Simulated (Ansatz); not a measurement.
Take MgO in the rock salt structure (space group Fm-3m, No. 225; a = 4.159 Å) as the base. Axes: x, y, z lie along the cube axes.

Level of theory: LDA (Ansatz, a quantum-chemistry and plane-wave program; PAW; 420 eV plane waves; without spin-orbit coupling).

Before the change:

```
Quantity      Value
--------  ---------
Pressure  -0.01 GPa
```

One thing is altered: compressive biaxial strain of 0.50 % in the plane normal to [001], as in epitaxy on a mismatched substrate; the out-of-plane cell vector and the atoms relax.

What happens to the pressure?

The pressure (mean of the normal stresses, compression positive) rises by 1.27 GPa (-0.01 GPa → 1.26 GPa).

Whether these cells are dynamically stable was not tested.
